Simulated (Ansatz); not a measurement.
The starting structures come from a database of crystals and need not be the phases stable at ambient conditions.

Inside the gap of an insulator the Bloch states are evanescent, with a wavenumber k + iκ along the transport direction.

Given:

```
CELL_PARAMETERS angstrom
      5.62797     0.00000     0.00000
     -2.81399    13.21916     0.00000
      2.81399     1.79705     4.53058
ATOMIC_POSITIONS crystal
  K  0.00000 0.00000 0.00000
  K  0.50000 0.50000 0.50000
  K  0.08333 0.75000 0.58333
  K  0.91667 0.25000 0.41667
  Te 0.69794 0.36461 0.96872
  Te 0.30206 0.63539 0.03128
  Te 0.53128 0.86461 0.80206
  Te 0.46872 0.13539 0.19794
```

Space group of this cell: P6_3/mmc. The cell is taken as given.

Transport runs along the normal of the first two printed cell vectors, the (101) plane of the conventional cell.

No gap correction and no spin-orbit coupling; mid-gap values are interpolated between computed energies.

Problem. Compute, with r2SCAN in Ansatz (a program for electronic structure), the band gap and the smallest decay constant κ at mid-gap.

Solution. Gap 0.99 eV on a 8×8×8 mesh; κ = 0.163 1/Å, at the zone centre.
